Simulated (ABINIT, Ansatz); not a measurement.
An ABINIT input for a self-consistent single point of NiSi2 (Fm-3m, 3 atoms in the cell) (DFT, PBE, plane waves, norm-conserving pseudopotentials (PseudoDojo nc-sr-05 PBE standard)):

```
# NiSi2, PseudoDojo nc-sr-05 PBE standard
pp_dirpath "./"
pseudos "Si.upf, Ni.upf"
acell 3*1.0 Angstrom
rprim
        -0.0000000000    2.7050000000    2.7050000000
         2.7050000000   -0.0000000000    2.7050000000
         2.7050000000    2.7050000000   -0.0000000000
natom 3
ntypat 2
znucl 14 28
typat 1 1 2
xred
         0.2500000000    0.2500000000    0.2500000000
         0.7500000000    0.7500000000    0.7500000000
         0.0000000000    0.0000000000    0.0000000000
ecut 1333 eV
occopt 3
tsmear 0.136 eV
nband 18
kptopt 1
ngkpt 11 11 11
nshiftk 1
shiftk 0 0 0
nstep 60
tolvrs 1.0e-12
prtwf 0
prtden 0
```

Problem. Give the Ansatz (a quantum-chemistry and plane-wave program) input for the same structure, mesh, smearing and functional.

Solution. This is the input that was run; spellings and numerical settings could be chosen otherwise.

Ansatz 0.2 input:
```yaml
# NiSi2
crystal:
  lattice:
    - [0.00000000, 2.70500000, 2.70500000]
    - [2.70500000, 0.00000000, 2.70500000]
    - [2.70500000, 2.70500000, 0.00000000]
  atoms:
    - { symbol: Si, position: [0.25000000, 0.25000000, 0.25000000] }
    - { symbol: Si, position: [0.75000000, 0.75000000, 0.75000000] }
    - { symbol: Ni, position: [0.00000000, 0.00000000, 0.00000000] }
kpoints:
  mp_grid: { grid: [11, 11, 11] }
hamiltonian:
  xc: pbe
  pseudopotentials: { kind: paw }
scf:
  occupations: { method: fermi_dirac, width: 0.136 }
output:
  forces: true
  eigenvalues: true
  stress: true
```

Basis settings and potentials, where a program has them, do not carry over. This input uses DFT, PBE, plane waves, default PAW files. Both were run: pressure 3.08 GPa in ABINIT and 2.98 in Ansatz. Ansatz's pressure is the one without its finite-basis correction.

On Ansatz: the starting cell has typed, rounded lattice constants, without a prior relaxation at this level. Spin polarisation is off. With a pressure of about 3 GPa the cell is away from its equilibrium volume at this level.

On ABINIT: the starting cell has typed, rounded lattice constants, without a prior relaxation at this level. Spin polarisation is off. With a pressure of about 3 GPa the cell is away from its equilibrium volume at this level.
